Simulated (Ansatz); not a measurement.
**Effect of Pb → Ru on CsPbCl3**

Take CsPbCl$_{3}$ in the cubic perovskite structure (space group Pm-3m, No. 221; a = 5.673 Å) as the base.

Perturbation: Ru takes the place of Pb on all its sites; the structure is relaxed again.

Calculations: r2SCAN (Ansatz, a quantum-chemistry and plane-wave program), no SOC. k-mesh 10×10×10 (Γ-centred); smearing 0.05 eV (Fermi–Dirac), for the changed cell.

```json
{
 "volume_per_atom": "24.27 Å³ (base 36.52 Å³)",
 "density": "4.66 g/cm³ (base 4.06 g/cm³)",
 "lattice_parameter_a": "4.951 Å (base 5.673 Å)",
 "space_group": "Pm-3m (No. 221) (base Pm-3m (No. 221))",
 "shortest_interatomic_distance": "2.475 Å (base 2.837 Å)",
 "band_gap": "zero (base 2.46 eV)"
}
```

With Pb present, leaving out spin-orbit coupling can change the band edges. No phonon test of stability was made. As relaxed here, CsRuCl3 is a hypothetical phase, not in the database extracts checked. No Hubbard U is applied, and correlation can decide whether such a compound is a metal. The final runs are not spin-polarised. Many cubic perovskites are stable only at high temperature; tilts and polar distortions were not tested. CsRuCl3 has a high density of states at the Fermi level and may be magnetic at this level. This is not the structure that CsPbCl3 has at room temperature and ambient pressure.
